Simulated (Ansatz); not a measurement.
For C (model structure, P-3m1, No. 164, 18 atoms in the cell), LDA (plane waves, PAW; Ansatz, a first-principles code) gives:

| Property | Value |
|---|---|
| lattice parameter a | 2.491 Å |
| lattice parameter c | 18.469 Å |
| cohesive energy | 8.94 eV/atom |
| band gap | 4.51 eV |

### Question
What does r²SCAN+rVV10 (Ansatz, plane waves, PAW) give for the same quantities?

### Answer

- lattice constant a: 2.509 Å (goes up by 0.7 %)
- lattice parameter c: 18.604 Å (goes up by 0.7 %)
- cohesive energy: 7.63 eV/atom (falls by 1.31 eV/atom)
- band gap: 4.68 eV (goes up by 0.17 eV)

Changes are worked out from the printed values.

Unless a cell is named, each level is at its own relaxed cell (LDA 5.51, r²SCAN+rVV10 5.63 Å³/atom).

Density-functional gaps are differences of (generalised) Kohn–Sham levels.

Ansatz's density-functional and Hartree–Fock values are scalar-relativistic unless marked +SOC, with PAW data made under PBE.

A model structure was made by putting elements into a prototype or built by hand; it is no filed structure, need not be a known phase, and can be a saddle point held by its symmetry.
